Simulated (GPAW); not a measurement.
Several settings converged on HfN (I4mm, 2 atoms in the cell)

```xyz
2
Lattice="0.0000 2.2487 2.2487 2.2487 0.0000 2.2487 2.2487 2.2487 0.0000" Properties=species:S:1:pos:R:3 pbc="T T T"
Hf     0.0000     0.0000     0.0500
N      2.2487     2.2487     2.2487
```

Base method: PBEsol, GPAW PAW datasets PBEsol (made by gpaw-setup) (plane waves; GPAW).

Base settings: mode = pw; ecut = 950 eV; xc = PBEsol; kpts = 6 6 6; mesh shift (steps) = 0 0 0; occupations.name = fermi-dirac; occupations.width = 0.1 eV; nbands = -10; convergence.density = 1e-05 e/electron; symmetry.symmorphic = false.

The count of work is k-points × plane waves × bands × iterations; it is no time. Core times come from one kind of shared machine, to one figure; runs under 30 s give none.

**The k-point mesh**

The second cell is the first with its lattice scaled by 0.98.

Only quantities that move along the ladder and can be compared are tabulated.

```csv
kpts,free energy less the last step's (meV/atom),energy of the compressed cell less the first (meV/atom),largest difference of a force vector from the last step's (eV/Å),count of work / last
2 2 2,42.29,54.35,0.544,0.013
3 3 3,96.82,60.01,0.198,0.015
4 4 4,-0.12,50.98,0.006,0.040
6 6 6,-15.90,49.07,0.020,0.074
7 7 7,8.47,50.94,0.008,0.11
9 9 9,-4.34,49.75,0.011,0.21
11 11 11,2.40,50.22,0.003,0.33
13 13 13,0.60,49.93,0.001,0.56
16 16 16,0.00,49.87,0.000,1.0
```

Coarsest kpts that holds the free energy within 5 meV/atom of the last step, with all finer ones: 9 9 9, at 0.21 of the last step's count of work; the step before is off by 8.5 meV/atom.

Coarsest kpts that holds the forces within 0.01 eV/Å of the last step, with all finer ones: 11 11 11, at 0.33 of the last step's count of work; the step before is off by 0.011 eV/Å.

Coarsest kpts that holds the energy of the compressed cell less the first within 0.2 meV/atom of the last step, with all finer ones: 13 13 13; the step before is off by 0.34 meV/atom.

The energy difference between the two cells stays within 1 meV/atom of the last step's from 9 9 9 on, the total only from 13 13 13 on: much of the error is common to both cells and cancels.

**The k-point mesh at a smearing width of 0.3 eV**

In this ladder: occupations.width = 0.3 eV.

Only quantities that move along the ladder and can be compared are tabulated.

```csv
kpts,free energy less the last step's (meV/atom),largest difference of a force vector from the last step's (eV/Å),count of work / last,core time / last (rough)
5 5 5,-15.31,0.021,0.024,–
8 8 8,0.81,0.003,0.092,–
11 11 11,0.37,0.000,0.20,0.2
17 17 17,0.02,0.000,0.63,0.6
20 20 20,0.00,0.000,1.0,1
```

Coarsest kpts that holds the forces within 0.005 eV/Å of the last step, with all finer ones: 8 8 8, at 0.092 of the last step's count of work; the step before is off by 0.021 eV/Å.

Coarsest kpts that holds the free energy within 1 meV/atom of the last step, with all finer ones: 8 8 8, at 0.092 of the last step's count of work; the step before is off by 15 meV/atom.

**The width of cold smearing**

In this ladder: kpts = 10 10 10; occupations.name = marzari-vanderbilt.

Narrow widths need finer meshes than wide ones, so the last steps can hold mesh noise.

Only quantities that move along the ladder and can be compared are tabulated; pressure and forces are left out, as mesh noise rules them at narrow widths.

| occupations.width | free energy less the last step's (meV/atom) |
|---|---|
| 1 eV | -14.05 |
| 0.5 eV | -4.20 |
| 0.3 eV | -0.88 |
| 0.1 eV | 0.00 |

Widest occupations.width that holds the free energy within 5 meV/atom of the last step, with all finer ones: 0.5 eV; the step before is off by 14 meV/atom.

On the base run: the starting cell has typed, rounded lattice constants, without a prior relaxation at this level. Its lattice was rescaled by up to half a per cent. One atom was moved a little off its site on purpose.

Left out of this page: 2 runs of the series outside the window shown, repeating another row's setting, or not comparable.
